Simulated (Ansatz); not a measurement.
Take SiO$_{2}$ in the rutile structure (space group P4_2/mnm, No. 136) as the base.

```xyz
6
Lattice="4.1945 0.0000 0.0000 0.0000 4.1945 0.0000 0.0000 0.0000 2.6785" Properties=species:S:1:pos:R:3 pbc="T T T"
Si     0.0000     0.0000     0.0000
Si     2.0973     2.0973     1.3392
O      1.2838     1.2838     0.0000
O      3.3810     0.8135     1.3392
O      0.8135     3.3810     1.3392
O      2.9107     2.9107     0.0000
```

Cartesian axes are those of the cell as printed.

Level of theory: PBEsol, PAW, 420 eV (Ansatz, a quantum-chemistry and plane-wave program; without spin-orbit coupling).

Before the change:

* **Band gap**: 5.35 eV
* **Electron mass**: 0.37 mₑ along c, 0.47 mₑ across (at Γ)
* **Valence-band top at Γ**: 0.00, -0.88, -0.88 eV

The change: the cell is compressed by 2.40 % along x with no lateral relaxation, atoms relaxed at fixed cell.

Question: How does this affect the band gap, electron mass, stress, valence-band top at Γ and energy relative to the base?

Answer: The band gap grows by 0.363 eV (5.35 eV → 5.72 eV); the electron mass changes from 0.37 mₑ along c, 0.47 mₑ across (at Γ) to 0.53 mₑ along x, 0.47 mₑ along y, 0.38 mₑ along z (at Γ); the stress (xx, yy, zz, yz, xz, xy; compression positive) is (10.63, 5.40, 4.52, 0.00, 0.00, 0.00) GPa; the valence-band top at Γ (three highest levels, from the VBM) goes from 0.00, -0.88, -0.88 eV to 0.00, -0.78, -0.95 eV; the energy increases by 6.2 meV/atom.

The cells carry an imposed strain or load. Masses are band curvatures over ±0.01 Å⁻¹ around the edge. Whether these cells are dynamically stable was not tested.
